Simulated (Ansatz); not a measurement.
Start from WC (space group P-6m2, No. 187; a = 2.9127 Å, c = 2.8354 Å; relaxed with 0.1 eV smearing). Axes: x lies along a and z along c of the hexagonal cell.

The values are results of Ansatz (a quantum-chemistry and plane-wave program) r2SCAN, no spin-orbit coupling, not measurements.

Before the change:

| Property | Value |
|---|---|
| Pressure | 0.0 GPa |

Modification: the cell is stretched by 0.50 % along z with no lateral relaxation, atoms relaxed at fixed cell.

Question: Estimate the effect on the energy relative to the base and pressure.

Answer: The energy rises by 0.8 meV/atom; the pressure (mean of the normal stresses, compression positive) goes from zero to -2.2 GPa.

The cells carry an imposed strain or load. No phonon test of stability was made. The final runs are not spin-polarised.
